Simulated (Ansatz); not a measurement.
For TcAgO4 (I4₁/a, No. 88, 12 atoms in the cell; start COD 2013356), LDA in Ansatz (plane waves, PAW) gives:

- equilibrium lattice constant a = 5.146 Å
- c axis length = 11.083 Å
- cohesive energy = 5.90 eV/atom

Question: What does r²SCAN+rVV10 in Ansatz (plane waves, PAW) give for the same quantities?

Answer: 
- lattice constant a: 5.232 Å (rises by 1.7 %)
- lattice parameter c: 11.502 Å (grows by 3.8 %)
- cohesive energy: 4.78 eV/atom (decreases by 1.12 eV/atom)

Changes are worked out from the printed values.

Unless a cell is named, each level is at its own relaxed cell (LDA 12.23, r²SCAN+rVV10 13.12 Å³/atom).

Caveats: the relaxation could not lower the start's symmetry, so the cell can be a saddle point above a distorted one (LDA, r²SCAN+rVV10). Ansatz's density-functional and Hartree–Fock values are scalar-relativistic unless marked +SOC, with PAW data made under PBE.

Ansatz is a first-principles code.
